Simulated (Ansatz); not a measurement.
YN, response to strain

Start from YN in the rock salt structure (space group Fm-3m, No. 225; a = 4.906 Å).

Strains are applied to the cell and any free atomic positions relax.

Calculations: PBE (Ansatz, a first-principles code; PAW; 420 eV plane waves; no spin-orbit coupling).

Candidates:
(a) isotropic strain +3.00 %
(b) isotropic strain +0.50 %
(c) isotropic strain −1.50 %
(d) isotropic strain +1.50 %
(e) isotropic strain +1.00 %

For the base:

```
Quantity    Value
--------  -------
Band gap  0.21 eV
```

Q: Order them by band gap, lowest first.

A: (c) isotropic strain −1.50 % (0.13 eV), (b) isotropic strain +0.50 % (0.24 eV), (e) isotropic strain +1.00 % (0.26 eV), (d) isotropic strain +1.50 % (0.28 eV), (a) isotropic strain +3.00 % (0.34 eV)

Stability against distortions was not tested. The zero or small gap of YN can change with the level of theory.
